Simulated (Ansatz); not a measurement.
# LuBi: pressure 7.5 GPa

The parent structure is LuBi in the rock salt structure (space group Fm-3m, No. 225; a = 6.201 Å; a model cell, its experimental status unchecked).

One thing is altered: cell and atoms relaxed at a pressure of 7.5 GPa.

Calculations: Ansatz (a first-principles code), r2SCAN, PAW, cutoff 500 eV, no SOC. Settings: 13×13×13 k-points, 0.05 eV Fermi–Dirac smearing.

| quantity | base | changed | shift |
|---|---|---|---|
| volume per atom | 29.80 Å³ | 26.96 Å³ | -2.84 Å³ |
| density | 10.70 g/cm³ | 11.82 g/cm³ | +1.128 g/cm³ |
| lattice parameter a | 6.201 Å | 5.997 Å | -0.204 Å |
| shortest interatomic distance | 3.100 Å | 2.998 Å | -0.102 Å |
| enthalpy H = E + PV relative to the base's energy | – | +1.32 eV/atom | – |
| band gap | zero | zero | – |

Cost of the whole job for the changed cell (relaxation, final SCF and bands): around 60 core-seconds (rough).

Load acts through the strain it causes; cell and atoms are relaxed under it. Stability against distortions was not tested. No other phases were tried under pressure.
